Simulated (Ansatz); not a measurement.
This Ansatz (a quantum-chemistry and plane-wave program) input is the reference run, Au in the fcc (Cu type) structure (space group Fm-3m, No. 225), computed with Kohn–Sham DFT with the PBEsol functional, run in Ansatz with PAW and 420 eV plane waves, no SOC:

Ansatz 0.2 input:
```yaml
crystal:
  lattice:
    - [0, 2.0417238436, 2.0417238436]
    - [2.0417238436, 0, 2.0417238436]
    - [2.0417238436, 2.0417238436, 0]
  atoms:
    - { symbol: Au, position: [0, 0, 0] }
basis: { ecutwfc: 420, ecutrho_ratio: 4, xc_grid: 2, fft_grid_basis: typed }
kpoints: { mp_grid: { grid: [20, 20, 20] } }
hamiltonian:
  xc: pbesol
  dispersion: none
  pseudopotentials: { kind: paw }
scf: { occupations: { method: fermi_dirac, width: 0.05 }, convergence: { dr2_threshold: 0.0000000001 } }
output: { forces: true, stress: true }
checkpoint: { write: state.ck, write_every: 1000 }
```

Write the input for this change: the cell is compressed by 3.72 % along x with no lateral relaxation; the atoms relax in the strained cell.


Ansatz 0.2 input:
```yaml
crystal:
  lattice:
    - [0, 2.0417238436, 2.0417238436]
    - [1.9657717166, 0, 2.0417238436]
    - [1.9657717166, 2.0417238436, 0]
  atoms:
    - { symbol: Au, position: [0, 0, 0] }
basis: { ecutwfc: 420, ecutrho_ratio: 4, xc_grid: 2, fft_grid_basis: typed }
kpoints: { mp_grid: { grid: [20, 20, 20] } }
hamiltonian:
  xc: pbesol
  dispersion: none
  pseudopotentials: { kind: paw }
scf: { occupations: { method: fermi_dirac, width: 0.05 }, convergence: { dr2_threshold: 0.0000000001 } }
relax: { f_tol: 0.005, max_steps: 50 }
output: { forces: true, stress: true }
checkpoint: { write: state.ck, write_every: 1000 }
```
This is the input that was run.

Whether these cells are dynamically stable was not tested.
